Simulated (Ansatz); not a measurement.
Consider Si (space group C2/m, No. 12; a cell from a computed database, its experimental status unchecked).

```xyz
8
Lattice="6.9014 -1.9200 0.0000 6.9014 1.9200 0.0000 -0.7446 0.0000 6.2822" Properties=species:S:1:pos:R:3 pbc="T T T"
Si     0.1130     0.0000     5.4864
Si    12.9451     0.0000     0.7958
Si     7.2303     0.0000     4.1041
Si     5.8279     0.0000     2.1780
Si     2.8911     0.0000     0.3580
Si    10.1670     0.0000     5.9242
Si     9.5988     0.0000     3.6796
Si     3.4593     0.0000     2.6026
```

All numbers come from Ansatz (an electronic-structure program) PBEsol, no spin-orbit coupling.

Carriers are added at fixed cell with a uniform background; the Fermi–Dirac width is that of 300 K.

One change was made to it. Results:

```json
[
 {"quantity": "largest internal atomic displacement", "base": "–", "after": "0.012 Å"},
 {"quantity": "Fermi level relative to the doped band's edge (positive inside the band; to 0.05 eV)", "base": "–", "after": "+0.65 eV"},
 {"quantity": "gap character", "base": "indirect, Γ → M₂", "after": "indirect, Γ → M₂"}
]
```

Task: Which change produced these results?
A. holes 3.0×10^21 cm⁻³
B. electrons 3.0×10^21 cm⁻³
C. holes 5.0×10^21 cm⁻³

Result: B, electrons 3.0×10^21 cm⁻³. For comparison, the Fermi level from band edge in the other runs: holes 3.0×10^21 cm⁻³ gives +0.85 eV; holes 5.0×10^21 cm⁻³ gives +1.00 eV.

Carriers are added with a uniform compensating background; total energy and stress of such cells depend on the potential's zero and are not compared; many-body gap narrowing is missing at this level. Whether these cells are dynamically stable was not tested. This is not the structure that Si has at room temperature and ambient pressure. A zero or small gap of Si can be the functional's error rather than a property of the material.
